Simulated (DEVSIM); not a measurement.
System: CdS/CdTe n-p heterojunction, at 350 K.

```tsv
layer (left to right)	material	thickness (μm)	Nd (cm⁻³)	Na (cm⁻³)	τn (s)	τp (s)
1	CdS	0.160	1.2e16	-	3.6e-10	3.6e-10
2	CdTe	0.460	-	2.6e16	3.6e-10	3.6e-10
```

Left contact: ohmic. Right contact: ohmic. Voltage is applied to the left contact. Recombination: SRH at mid-gap. Mobility is μmin + (μ − μmin)/(1 + (N/Nref)^α).

This is a model device: material constants are rounded textbook-type values typed into the input, and sizes, dopings and lifetimes were drawn at random. Values at 300 K; Nc and Nv go as T^1.5, mobilities as T to minus their exponent, the gap by Varshni's rule with the affinity fixed.

```tsv
parameter	CdS	CdTe
gap (eV)	2.4	1.5
affinity (eV)	4.3	4.28
permittivity	9	10.2
Nc (cm⁻³)	2.2e18	8e17
Nv (cm⁻³)	1.8e19	1.8e19
μn (cm²/Vs)	300	1000
μp (cm²/Vs)	25	80
μn,min	30	100
μp,min	3	10
Nref,n	1e17	1e17
Nref,p	1e17	1e17
αn	0.6	0.6
αp	0.6	0.6
T exponent of μn	1.5	1.7
T exponent of μp	1.5	1.5
Varshni α (eV/K)	0.00039	0.00031
Varshni β (K)	103	108
```

Model (solved in DEVSIM): 1D drift-diffusion, Boltzmann statistics, complete ionisation; no tunnelling, impact ionisation, image-force lowering or self-heating. Band offsets follow the typed affinities; no thermionic-emission limit at abrupt steps, no polarisation charge.

The doping Na of layer 2 was swept, all else fixed.

```csv
doping Na of layer 2 (cm^-3),dark forward voltage at 1 A/cm² (V),largest field in the device at zero bias (V/cm),dark forward voltage at 100 A/cm² (V),potential step across the device at zero bias (V)
7.8e14,0.792,24000,0.996,0.991
2.6e15,0.845,31000,1.026,1.028
7.8e15,0.893,46000,1.055,1.061
2.6e16,___,___,___,1.097
7.8e16,0.984,77000,1.131,1.130
2.6e17,1.029,86000,1.174,1.167
7.8e17,1.070,91000,1.214,1.200
```

Question: Some entries are withheld; supply them.

Answer: 
- 2.6e16, dark forward voltage at 1 A/cm² (V): 0.942
- 2.6e16, largest field in the device at zero bias (V/cm): 64000
- 2.6e16, dark forward voltage at 100 A/cm² (V): 1.093
